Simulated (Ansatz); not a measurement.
The starting structures come from a database of crystals and need not be the phases stable at ambient conditions.

By PBEsol, the system below comes out a metal.

Data:

```
CELL_PARAMETERS angstrom
      3.90676     0.00000     0.00000
     -1.95338     3.38335     0.00000
      1.95338     1.12778     3.18985
ATOMIC_POSITIONS crystal
  Y  0.00000 0.50000 0.50000
  S  0.00000 0.00000 0.00000
```

Space group of this cell: Fm-3m, rock salt. The cell is taken as given; by PBEsol its mean pressure is -3.4 GPa.

The current flows along the normal of the first two printed cell vectors, the (111) plane of the conventional cell. No spin-orbit coupling; the value is a mean over 0.1 eV about the Fermi level.

Question: Give the ballistic conductance per area that PBEsol run with Ansatz (a program for electronic structure) yields.

Answer: 0.79 × 10¹⁵ S/m² for both spins.
